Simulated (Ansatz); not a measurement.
**Energy from pressure between two volumes: NiAl (P4mm, 2 atoms in the cell)**

```yaml
crystal:
  lattice:
    - [2.88133, 0.00000, 0.00000]
    - [0.00000, 2.88133, 0.00000]
    - [0.00000, 0.00000, 2.88133]
  atoms:
    - { symbol: Al, position: [0.50000, 0.50000, 0.51735] }
    - { symbol: Ni, position: [0.00000, 0.00000, 0.00000] }
```

Method of the run: LDA (PW92), PAW files made with PBE (plane waves; Ansatz, an electronic-structure program).

Settings: basis.ecutwfc = 74.2 Ry; kpoints.mp_grid.grid = 11 11 11; hamiltonian.xc = lda; hamiltonian.pseudopotentials = {kind: paw} (the program's default PAW files); scf.occupations.method = fermi_dirac; scf.occupations.width = 0.0073 Ry. This cutoff ends a ladder whose last two steps agree within 1 meV/atom.

The second cell is the first with its lattice scaled by 0.98, at the same fractional positions.

The starting cell has typed, rounded lattice constants, without a prior relaxation at this level. Its lattice was rescaled by up to half a per cent. One atom was moved a little off its site on purpose. Spin polarisation is off. Ansatz's pressure includes its estimate of the finite-basis (Pulay) stress.

| cell | volume (Å³/atom) | pressure (GPa) | F less the first cell's (meV/atom) |
|---|---|---|---|
| first | 11.9605 | -8.26 | 0.00 |
| second | 11.2571 | 2.07 | ? |

Task: Estimate the energy of the second cell from the pressures, and the bulk modulus between the two volumes.

Result: With P = −dF/dV, the trapezoid gives ΔF ≈ −(P₁ + P₂)/2 · ΔV = −(-3.095 GPa) · (-0.7034 Å³) = -13.59 meV/atom (1 eV/Å³ = 160.22 GPa). The modulus at fixed fractional positions is B = −ΔP/Δln V = 170 GPa, a mean over the interval. P(V) is curved, so the trapezoid lies high by about |ΔV|³·B·(1 + B′)/(12·V̄²) = 1.14 meV/atom for an assumed B′ = 4, which leaves -14.73 meV/atom. The runs gave -14.85 meV/atom, a miss of 0.12 meV/atom. Cases were kept where this miss is small, so the page shows the method and is no test of it.

Left out of this page: 15 runs of the series outside the window shown, repeating another row's setting, or not comparable.

Keys are those of Ansatz 0.2.
